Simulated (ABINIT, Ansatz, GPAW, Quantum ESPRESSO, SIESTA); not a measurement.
**Code comparison for In3Ge (P6_3/mmc, 8 atoms in the cell)**

Self-consistent single point.

```yaml
crystal:
  lattice:
    - [6.56542, 0.00000, 0.00000]
    - [-3.28271, 5.68582, 0.00000]
    - [0.00000, 0.00000, 5.21578]
  atoms:
    - { symbol: In, position: [0.34274, 0.17137, 0.75000] }
    - { symbol: In, position: [0.65726, 0.82863, 0.25000] }
    - { symbol: In, position: [0.17137, 0.34274, 0.25000] }
    - { symbol: In, position: [0.82863, 0.65726, 0.75000] }
    - { symbol: In, position: [0.82863, 0.17137, 0.75000] }
    - { symbol: In, position: [0.17137, 0.82863, 0.25000] }
    - { symbol: Ge, position: [0.66667, 0.33333, 0.25000] }
    - { symbol: Ge, position: [0.33333, 0.66667, 0.75000] }
```

All programs got the same cell, k-point mesh and kind of occupations (in Ansatz's words: kpoints.mp_grid.grid = 3 3 4; scf.occupations.method = gaussian; scf.occupations.width = 0.2 eV); potentials, basis and cutoffs are each program's usual ones.

```tsv
code	model	pressure (GPa)	largest force (eV/Å)	k-points	cutoff
GPAW	PBEsol, GPAW PAW datasets PBEsol (made by gpaw-setup)	-1.51	0.022	9	550 eV
Quantum ESPRESSO	PBEsol, GBRV 1.5 ultrasoft (PBESOL) pseudopotentials	-1.14	0.021	9	50 Ry
ABINIT	PBEsol, norm-conserving pseudopotentials (PseudoDojo nc-sr-04 PBEsol standard)	-0.98	0.016	9	39 Ha
SIESTA	GGA PBEsol, numerical atomic orbitals TZP, PseudoDojo PBEsol standard norm-conserving potentials (rewritten from UPF to PSML)	-1.07	0.027	20	grid 350 Ry
Ansatz	PBEsol, PAW files made with PBE	-1.03	0.019	9	420 eV
```

The spread over the programs that give each value: pressure within 0.53 GPa; largest force within 0.011 eV/Å.

The starting cell comes from a database of computed structures (which also holds hypothetical and non-ambient phases and stackings), without a prior relaxation at this level. Its lattice was rescaled by a random factor within 2.5 % of one.

**Question.** Why do the programs differ, and what cannot be compared?

**Answer.** Differences of this kind can come from the potentials, where these differ, and from what each basis and cutoff leave unconverged. The valence holds different numbers of electrons (GPAW 86, Quantum ESPRESSO 106, ABINIT 106, SIESTA 106, Ansatz (a quantum-chemistry and plane-wave program) 106). The zero of total energies and Fermi levels follows the potentials and each program's conventions, so they are not compared here. SIESTA uses small atom-centred bases, whose incompleteness enters pressures, forces and empty levels differently from a plane-wave cutoff. Ansatz's pressure is given at a fixed set of plane waves, as the other plane-wave codes print theirs. The programs reduce the same mesh by symmetry to different extents, which changes the work and not the result.

Left out of this page: Elk (not drawn, or without a comparable value); FLEUR (with a known weakness of the program).

Keys are those of Ansatz 0.2.
